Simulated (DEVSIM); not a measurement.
Structure: illuminated Si n-on-p cell, one wavelength, with a back-surface field, at 300 K.

| layer (left to right) | material | thickness (μm) | Nd (cm⁻³) | Na (cm⁻³) | τn (s) | τp (s) | absorption coefficient (cm⁻¹) |
|---|---|---|---|---|---|---|---|
| 1 | Si | 0.0910 | 1.1e18 | - | 2.1e-8 | 4.6e-9 | 290 |
| 2 | Si | 130 | - | 9.3e16 | 2.9e-7 | 2.9e-7 | 290 |
| 3 | Si | 1.60 | - | 1.3e18 | 2.9e-7 | 2.9e-7 | 290 |

Left contact: ohmic, minority hole recombination velocity 80 cm/s. Right contact: ohmic, minority electron recombination velocity 4000 cm/s. Voltage is applied to the left contact. Recombination: SRH at mid-gap, radiative, Auger. Light enters at the left, 4.4e16 photons cm⁻² s⁻¹, one pass, no reflection. Mobility is constant in doping.

The device is made up for the run: typed textbook-type constants, with dimensions and the other settings drawn at random. Values at 300 K.

| parameter | Si |
|---|---|
| gap (eV) | 1.124 |
| affinity (eV) | 4.05 |
| permittivity | 11.7 |
| Nc (cm⁻³) | 2.86e19 |
| Nv (cm⁻³) | 3.1e19 |
| μn (cm²/Vs) | 1417 |
| μp (cm²/Vs) | 470 |
| B (cm³/s) | 4.7e-15 |
| Cn (cm⁶/s) | 2.8e-31 |
| Cp (cm⁶/s) | 9.9e-32 |

DEVSIM, 1D drift-diffusion, Boltzmann statistics, complete ionisation; no tunnelling, impact ionisation, image-force lowering or self-heating.

The photon flux was swept, all else fixed.

| photon flux (cm^-2 s^-1) | short-circuit current (mA/cm²) | fill factor | largest power (mW/cm²) | open-circuit voltage (V) |
|---|---|---|---|---|
| 1.3e15 | 0.102 | 0.76 | 0.0349 | 0.449 |
| 4.4e15 | 0.345 | 0.78 | 0.130 | 0.483 |
| 1.3e16 | ? | ? | 0.417 | ? |
| 4.4e16 | 3.45 | 0.81 | 1.52 | 0.545 |
| 1.3e17 | 10.2 | 0.82 | 4.79 | 0.574 |
| 4.4e17 | 34.5 | 0.82 | 17.2 | 0.605 |
| 1.3e18 | 102 | 0.83 | 53.9 | 0.634 |

What belongs in the gaps?


- 1.3e16, short-circuit current (mA/cm²): 1.02
- 1.3e16, fill factor: 0.80
- 1.3e16, open-circuit voltage (V): 0.513
